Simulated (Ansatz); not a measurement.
Ti₂B₂Si (model structure, started from the Ti2InB2 type, P-6m2, No. 187, 5 atoms in the cell) was calculated with PBE (Ansatz, a quantum-chemistry and plane-wave program, PAW).

Settings: plane-wave cutoff 520 eV, 24×24×8 k mesh (along the axes of the cell as run), Fermi–Dirac smearing 0.05 eV, no spin polarisation, scalar-relativistic PAW data made under PBE.

Cell (relaxed at this level):

```yaml
crystal:
  lattice:
    - [3.00891, 0.00000, 0.00000]
    - [-1.50446, 2.60579, 0.00000]
    - [0.00000, 0.00000, 7.25239]
  atoms:
    - { symbol: Ti, position: [0.33333, 0.66667, 0.71777] }
    - { symbol: Ti, position: [0.33333, 0.66667, 0.28223] }
    - { symbol: Si, position: [0.00000, 0.00000, 0.00000] }
    - { symbol: B, position: [0.00000, 0.00000, 0.50000] }
    - { symbol: B, position: [0.66667, 0.33333, 0.50000] }
```

Problem. Predict the bulk modulus B0.

Solution. 
- bulk modulus B0 = 182 GPa

Note: the run has no spin polarisation, so it can have missed a magnetic state; the bulk modulus is −V dP/dV from two relaxed cells at ±2 % in volume; the relaxation could raise the start's symmetry but not lower it, so the cell can be a saddle point.

The computed numbers hold no vibrational or temperature effects.

A model structure was made by putting elements into a prototype or built by hand; it is no filed structure, need not be a known phase, and can be a saddle point held by its symmetry.
